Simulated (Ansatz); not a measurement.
Consider TaGe2 in the fluorite structure (space group Fm-3m, No. 225; a = 6.232 Å; a hypothetical phase, not in the database extracts checked; relaxed with 0.1 eV smearing). Axes: x, y, z lie along the cube axes.

The values are results of r2SCAN, PAW, 500 eV (Ansatz, a quantum-chemistry and plane-wave program; no SOC), not measurements.

Now apply this change: uniaxial strain ε_xx = −1.38 %, all other strain components held at zero, atoms relaxed at fixed cell.

Question: Predict the stress tensor and what it implies for the stiffness.

Answer: Stress of the strained cell less that of the base (GPa, compression positive):
```
    0.9     0.0     0.0
    0.0     1.8     0.0
    0.0     0.0     1.8
```

Then −Δσ_ii/ε with ε = -0.0138 gives secant stiffness values (nonlinear terms included at this strain): C11 ≈ 67 GPa, C12 ≈ 134 GPa and C13 ≈ 134 GPa.

An off-diagonal value above the diagonal one breaks a Born criterion: the base is elastically unstable at this level, or the strain is beyond its stable range.

Stability against distortions was not tested. The final runs are not spin-polarised. TaGe2 has a high density of states at the Fermi level and may be magnetic at this level.
